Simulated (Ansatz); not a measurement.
# How the cohesive energy of L1₂ (Cu3Au-type) Al3Sc moves with the method

No measured value is used here.

| level (code) | value (eV/atom) | cell (Å³/atom) |
|---|---|---|
| LDA (Ansatz) | 4.73 | 16.39 |
| PBE (Ansatz) | 4.06 | 17.30 |
| r²SCAN (Ansatz) | 4.18 | 17.06 |
| HSE06 (Ansatz) | 3.96 | 17.14 |

HSE06: the free atom's electronic state is in doubt. Each level is taken at its own relaxed cell. Cutoffs and k meshes differ between the levels. Ansatz's density-functional and Hartree–Fock values are scalar-relativistic unless marked +SOC, with PAW data made under PBE.

Ansatz is a first-principles code.
